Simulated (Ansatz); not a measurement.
## Input and output of a self-consistent single point for AlGaN₂ (P3m1, 4 atoms in the cell) (Ansatz)

Method of the run: LDA (PW92), default PAW files made with PBE (plane waves; Ansatz, an electronic-structure program).

This input was run:

Ansatz 0.2 input:
```yaml
# AlGaN2
crystal:
  lattice:
    - [3.129554, 0.000000, 0.000000]
    - [-1.564777, 2.710273, 0.000000]
    - [0.000000, 0.000000, 5.071406]
  atoms:
    - { symbol: Al, position: [0.000000, 0.000000, 0.999260] }
    - { symbol: Ga, position: [0.666667, 0.333333, 0.497170] }
    - { symbol: N, position: [0.666667, 0.333333, 0.111800] }
    - { symbol: N, position: [0.000000, 0.000000, 0.628160] }
basis:
  ecutwfc: 30.9 Ry
kpoints:
  mp_grid: { grid: [9, 9, 5] }
hamiltonian:
  xc: lda
  pseudopotentials: { kind: paw }
scf:
  occupations: { method: fixed }
output:
  forces: true
  eigenvalues: true
  stress: true
```

The program printed (abridged):

```
WARN the atoms were moved onto the symmetric positions of the space group found under crystal.symmetry.tolerance 1.0e-5 (fractional …
WARN ansatz: RAYON_NUM_THREADS=1 ignored (pool sized by the plan → 1); use --threads N
Pseudopotentials: kind: paw
Pseudopotential: Al, paw, valence charge 3
Pseudopotential: Ga, paw, valence charge 13
Pseudopotential: N, paw, valence charge 5
Crystal: 4 atoms, lattice volume = 43.015 Å³
Basis set: ecut = 420.4159175005146 eV, 833 PW (Γ)
Bands: 17, of which v1, the nominal top of the filled ones, is band 13 counted from 1 (12 counted from 0)
Symmetry: 6 space group operations
Space group: P3m1 (ITA 156), of the structure as read, at distance tolerance 3.5e-5 Å
k-points: 50 of 405 (time reversal used)
PAW frozen core: Al, regenerated for the run's functional, and the local potential with it
PAW frozen core: Ga, regenerated for the run's functional, and the local potential with it
PAW frozen core: N, regenerated for the run's functional, and the local potential with it
Initial density: superposition of atomic densities (neutral atoms: chi_scale 0, normalization atom), corrected by the library's trained network
Initial wavefunctions: pseudopotential atomic-orbital guess
Eigensolver: davidson
Functional: x = slater, c = lda
SCF iter   1: F=—  HF=-4971.937448 eV  |F-HF|=—  |Δ(HF+E_count)|=         —  Δρ=1.18e-2  dr2=6.32e-2  ethr=1.77e-3  ⟨swp⟩=4.6  Hψ=3684  notcnv=0  defer=85
all-band conjugate gradients solve this SCF's bands
preconditioner: auto → none
SCF iter   2: F=—  HF=-4971.921772 eV  |F-HF|=—  |Δ(HF+E_count)|=   1.57e-2  Δρ=6.13e-3  dr2=1.10e-2  ethr=2.43e-4  ⟨swp⟩=2.3  Hψ=1689  notcnv=0  defer=99
SCF iter   3: F=—  HF=-4971.918407 eV  |F-HF|=—  |Δ(HF+E_count)|=   3.37e-3  Δρ=1.65e-3  dr2=5.52e-4  ethr=4.24e-5  ⟨swp⟩=2.0  Hψ=1278  notcnv=0  defer=99
SCF iter   4: F=—  HF=-4971.918219 eV  |F-HF|=—  |Δ(HF+E_count)|=   1.87e-4  Δρ=6.74e-4  dr2=1.43e-4  ethr=2.12e-6  ⟨swp⟩=2.5  Hψ=1425  notcnv=0  defer=100
SCF iter   5: F=—  HF=-4971.918177 eV  |F-HF|=—  |Δ(HF+E_count)|=   4.20e-5  Δρ=1.62e-4  dr2=8.97e-6  ethr=5.50e-7  ⟨swp⟩=3.0  Hψ=1501  notcnv=0  defer=47
SCF iter   6: F=—  HF=-4971.918173 eV  |F-HF|=—  |Δ(HF+E_count)|=   4.72e-6  Δρ=3.06e-5  dr2=3.16e-7  ethr=3.45e-8  ⟨swp⟩=2.1  Hψ=1192  notcnv=0
SCF iter   7: F=-4971.918173 eV  HF=-4971.918173 eV  |F-HF|=1.74e-9  |Δ(HF+E_count)|=   6.74e-8  Δρ=1.03e-5  dr2=2.50e-8  ethr=3.85e-10  ⟨swp⟩=5.3  Hψ=4202  notcnv=0
SCF 1 converged in 7 iterations: F = -4971.918173 eV  dr2 = 2.50e-8
SCF converged after 7 iterations
Free energy (F): -4971.918173 eV
Harris-Foulkes:  -4971.918173 eV  (|F-HF|=1.74e-9)
Internal energy: -4971.918173 eV  (E = F + TS)
E sigma→0 (E₀):  -4971.918173 eV
Fermi energy:    8.406824 eV
--- Per-component energies (eV) ---
  E_band       = -2.401863
  E_kinetic    = 406.754022
  E_local      = -2550.873923  (includes V_loc(G=0)·N_el)
  E_nonlocal   = 535.273615
  E_hartree    = 1157.174637
  E_xc         = -228.735418
  E_vxc        = -242.188532  (∫ρ·V_xc dr)
  E_paw        = -2597.151678  (= ΣΔE_a)
  E_vpaw       = -465.720014  (= ΣTr[D̂ρ^β])
  E_aug_tail   = 0.000112  (compensation charges beyond the density's cutoff)
  E_ewald      = -1696.303825
  E_core_change = 1.944285  (= ΣΔE_core)
  E_smearing   = -0.000000  (= −TS)
  E_closure    = 0.000000  (closes the sum)
  Σ components = -4971.918173   (vs F -4971.918173, Δ=0.00e0)
--- Forces (eV/Å), atoms counted from 1 ---
  atom   1  Al     0.00000000     0.00000000     0.03683784
  atom   2  Ga    -0.00000000    -0.00000000     0.00145473
  atom   3  N      0.00000000     0.00000000     0.14002082
  atom   4  N     -0.00000000     0.00000000    -0.17830848
  max |Σ_I F_I| component: 4.91e-6 eV/Å
--- Stress (GPa, compression-positive) ---
       -2.148633      -0.000000       0.000000
       -0.000000      -2.148633      -0.000000
        0.000000      -0.000000      -2.006422
  P = ⅓ Tr σ = -2.1012 GPa (-21.012 kbar)
  The stress holds the Pulay correction. Without it, at fixed plane waves, as pw.x and ABINIT print it: P = -2.7517 GPa
--- Band table (eV; the first three rows and the last of 50) ---
  k-point 0: bands = ["-7.2327", "-5.9685", "-4.8978", "-4.8978", "-4.6160", "-4.6160", "-3.6968", "1.6693", "7.2861", "7.2861", "8.2823", "8.4068", "8.4068", "11.4089", "13.9843", "18.0768", "18.8827"]
  k-point 1: bands = ["-7.1072", "-6.0124", "-4.8979", "-4.8979", "-4.6165", "-4.6165", "-4.0033", "2.2921", "7.3458", "7.3458", "7.3991", "8.3420", "8.3420", "12.1213", "14.0761", "17.8283", "18.8519"]
  k-point 2: bands = ["-6.8201", "-6.1570", "-4.8980", "-4.8980", "-4.6173", "-4.6173", "-4.4514", "3.6807", "5.8017", "7.4648", "7.4648", "8.2158", "8.2158", "13.1633", "14.1616", "17.3930", "18.1842"]
  k-point 49: bands = ["-6.1559", "-5.2862", "-4.7983", "-4.6975", "-4.6427", "-3.8089", "-2.7676", "2.2397", "3.4236", "3.8617", "4.6526", "6.9764", "7.1141", "14.9453", "15.1380", "15.7692", "16.1928"]
```

The run converged in 7 iterations.

The starting cell comes from a database of computed structures (which also holds hypothetical and non-ambient phases and stackings), without a prior relaxation at this level. Its lattice was rescaled by up to half a per cent. Ansatz's pressure includes its estimate of the finite-basis (Pulay) stress. Without the estimate this run gives -2.75 GPa.
